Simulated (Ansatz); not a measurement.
An Ansatz (a program for electronic structure) run: LaAs2 with a change (biaxial strain −1.16 %, plane normal [001], relaxed out of plane); Kohn–Sham DFT with the r2SCAN functional, run in Ansatz with PAW and 500 eV plane waves, no SOC.

Input:

Ansatz 0.2 input:
```yaml
crystal:
  lattice:
    - [4.2099259273, 0, 0]
    - [0, 6.8983426828, 0]
    - [1.1853005838, 0, 10.3400622198]
  atoms:
    - { symbol: La, position: [0.7723550166, 0.6858797037, 0.1396393905] }
    - { symbol: La, position: [0.2276449834, 0.3141202963, 0.8603606095] }
    - { symbol: La, position: [0.7276449834, 0.1858797037, 0.3603606095] }
    - { symbol: La, position: [0.2723550166, 0.8141202963, 0.6396393905] }
    - { symbol: As, position: [0.2967089581, 0.3499969119, 0.1695066359] }
    - { symbol: As, position: [0.7032910419, 0.6500030881, 0.8304933641] }
    - { symbol: As, position: [0.2032910419, 0.8499969119, 0.3304933641] }
    - { symbol: As, position: [0.7967089581, 0.1500030881, 0.6695066359] }
    - { symbol: As, position: [0.8345182129, 0.6228962144, 0.4511067677] }
    - { symbol: As, position: [0.1654817871, 0.3771037856, 0.5488932323] }
    - { symbol: As, position: [0.6654817871, 0.1228962144, 0.0488932323] }
    - { symbol: As, position: [0.3345182129, 0.8771037856, 0.9511067677] }
basis: { ecutwfc: 500, ecutrho_ratio: 4, xc_grid: 4, fft_grid_basis: typed }
kpoints: { mp_grid: { grid: [6, 4, 3] } }
hamiltonian:
  xc: r2scan
  dispersion: none
  pseudopotentials: { kind: paw }
scf: { occupations: { method: fermi_dirac, width: 0.05 } }
relax: { f_tol: 0.005, max_steps: 50, cell: { stress_tol: 0.01, fix: [a, b, gamma] } }
output: { forces: true, stress: true }
checkpoint: { write: state.ck, write_every: 1000 }
```

Output (explanatory and most iteration lines left out):

```
Relaxation: its limit of steps is 50 (relax.max_steps)
Pseudopotential: La, paw, valence charge 11
Pseudopotential: As, paw, valence charge 15
Crystal: 12 atoms, lattice volume = 300.291 Å³
Basis set: ecut = 500 eV, 7631 PW (Γ), exchange–correlation on 128×216×320 points (64 copies of the dense FFT grid, shifted against one another)
Bands: 99, of which v1, the nominal top of the filled ones, is band 82 counted from 1 (81 counted from 0)
Symmetry: 4 space group operations
Space group: P21/c (ITA 14), of the structure as read, at distance tolerance 6.7e-5 Å
k-points: 30 of 72
Functional: x = r2scan, c = r2scan; τ floored in thin density (d = 2e-4 eV/Å³)
SCF iter   1: F=—  HF=-63989.974441 eV  |F-HF|=—  |Δ(HF+E_count)|=         —  Δρ=9.03e-3  dr2=4.75e-1  dr2_τ=3.45e-2  ethr=1.77e-3  ⟨swp⟩=7.3  Hψ=11583  notcnv=0  defer=44
SCF iter   2: F=—  HF=-63990.161627 eV  |F-HF|=—  |Δ(HF+E_count)|=   1.87e-1  Δρ=4.21e-3  dr2=7.33e-2  dr2_τ=3.09e-3  ethr=2.90e-4  ⟨swp⟩=6.5  Hψ=6577  notcnv=0  defer=296
SCF 1 converged in 8 iterations: F = -63990.161947 eV  dr2 = 2.41e-8
relax step   1: F+E_penalty+E_count = -63990.16194676 eV  Δ(F+E_penalty+E_count) = +0.000e0 eV  max|allowed force component| = 1.622e-1 eV/Å  Δτ_max = 0.0000 Å  P = +1.422 GPa  Ω = 300.291 Å³  fix = [a, b, gamma]  reactions: a +2.032, b +1.862 GPa  (8 SCF iters, dr2 threshold 1.00e-7 eV, accepted)
[... steps on the carried basis left out ...]
relax step   4: F+E_penalty+E_count = -63990.17131939 eV  Δ(F+E_penalty+E_count) = -9.890e-5 eV  max|allowed force component| = 1.536e-3 eV/Å  Δτ_max = 0.0023 Å  P = +0.943 GPa  Ω = 301.135 Å³  energy of the carried Pulay correction = -1.384e-4 eV  fix = [a, b, gamma]  reactions: a +1.466, b +1.360 GPa  (6 SCF iters, dr2 threshold 5.37e-9 eV, accepted)
Crystal: 12 atoms, lattice volume = 301.135 Å³
SCF iter   1: F=—  HF=-63990.171379 eV  |F-HF|=—  |Δ(HF+E_count)|=         —  Δρ=1.00e-5  dr2=1.39e-8  dr2_τ=2.67e-8  ethr=5.79e-8  ⟨swp⟩=3.6  Hψ=20600  notcnv=0
SCF iter   2: F=—  HF=-63990.171472 eV  |F-HF|=—  |Δ(HF+E_count)|=   9.33e-5  Δρ=5.17e-6  dr2=4.24e-9  dr2_τ=1.67e-8  ethr=8.50e-12  ⟨swp⟩=3.2  Hψ=7455  notcnv=0
SCF 5 converged in 6 iterations: F = -63990.171473 eV  dr2 = 3.36e-13
SCF converged after 6 iterations
Free energy (F): -63990.171473 eV
Internal energy: -63990.170397 eV  (E = F + TS)
E sigma→0 (E₀):  -63990.170935 eV
Entropy (-TS):   -0.001076 eV (-0.090 meV/atom)
Fermi energy:    11.282861 eV
--- Forces (eV/Å), atoms counted from 1 ---
  atom   1  La     0.00000145    -0.00001039     0.00154028
  atom   2  La    -0.00000145     0.00001039    -0.00154028
  atom   3  La    -0.00000145    -0.00001039    -0.00154028
  atom   4  La     0.00000145     0.00001039     0.00154028
  atom   5  As    -0.00074537    -0.00001391     0.00110635
  atom   6  As     0.00074537     0.00001391    -0.00110635
  atom   7  As     0.00074537    -0.00001391    -0.00110635
  atom   8  As    -0.00074537     0.00001391     0.00110635
  atom   9  As    -0.00111984    -0.00105669    -0.00074827
  atom  10  As     0.00111984     0.00105669     0.00074827
  atom  11  As     0.00111984    -0.00105669     0.00074827
  atom  12  As    -0.00111984     0.00105669    -0.00074827
--- Stress (GPa, compression-positive) ---
        1.465450       0.000000      -0.006775
        0.000000       1.359998      -0.000000
       -0.006775      -0.000000       0.005365
  P = ⅓ Tr σ = 0.9436 GPa (9.436 kbar)
--- Relaxed structure (4 steps of the walk, 4 accepted, 1 SCFs on fresh bases) ---
  cell:  # Å, volume = 301.1354 Å³
    - [4.209916102810938, 0.0, -0.009095089109758061]
    - [0.0, 6.8983426828, 0.0]
    - [1.1629592329338896, 0.0, 10.366647771039085]
  atoms:
    - { symbol: La, position: [0.7736046318571945, 0.6846867679742986, 0.13894891538132137] }
    - { symbol: La, position: [0.22639536814280578, 0.31531323202570133, 0.8610510846186786] }
    - { symbol: La, position: [0.7263953681428056, 0.18468676797429862, 0.3610510846186786] }
    - { symbol: La, position: [0.2736046318571944, 0.8153132320257012, 0.6389489153813214] }
    - { symbol: As, position: [0.29364425338240985, 0.34922353210987783, 0.16989766897810385] }
    - { symbol: As, position: [0.70635574661759, 0.650776467890122, 0.8301023310218961] }
    - { symbol: As, position: [0.20635574661759015, 0.8492235321098779, 0.3301023310218961] }
    - { symbol: As, position: [0.7936442533824102, 0.15077646789012206, 0.6698976689781038] }
    - { symbol: As, position: [0.8321216649761288, 0.6232350439665962, 0.4502108718478931] }
    - { symbol: As, position: [0.1678783350238714, 0.3767649560334035, 0.5497891281521069] }
    - { symbol: As, position: [0.6678783350238714, 0.12323504396659643, 0.04978912815210697] }
    - { symbol: As, position: [0.3321216649761287, 0.8767649560334035, 0.9502108718478929] }
```

Stability against distortions was not tested. The cell was made from LaAs₂ (space group P2_1/c, No. 14; a cell from a computed database, its experimental status unchecked) by this change: biaxial strain −1.16 %, plane normal [001], relaxed out of plane.
